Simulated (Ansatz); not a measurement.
FeGe2 (I4/mcm, No. 140; cell taken from a computed entry) was calculated with PBEsol (Ansatz, a program for electronic structure, PAW).

Settings: plane-wave cutoff 520 eV, 14×14×14 k mesh, Fermi–Dirac smearing 0.05 eV, spin-polarised start, scalar-relativistic PAW data made under PBE.

Computed at the level's own relaxed cell.

### Question
Estimate the lattice parameter a, c axis length and bulk modulus that the calculation returns.

### Answer

lattice parameter a: 5.810 Å
c axis length: 4.877 Å
bulk modulus: 148 GPa

The run finds no gap.

Note: the magnetic order was assumed, not searched for or taken from measurement; the relaxation could not lower the start's symmetry, so the cell can be a saddle point above a distorted one; the bulk modulus is −V dP/dV from two relaxed cells at ±2 % in volume.

The computed numbers hold no vibrational or temperature effects.

Computing time: around 10 core-minutes (rough).
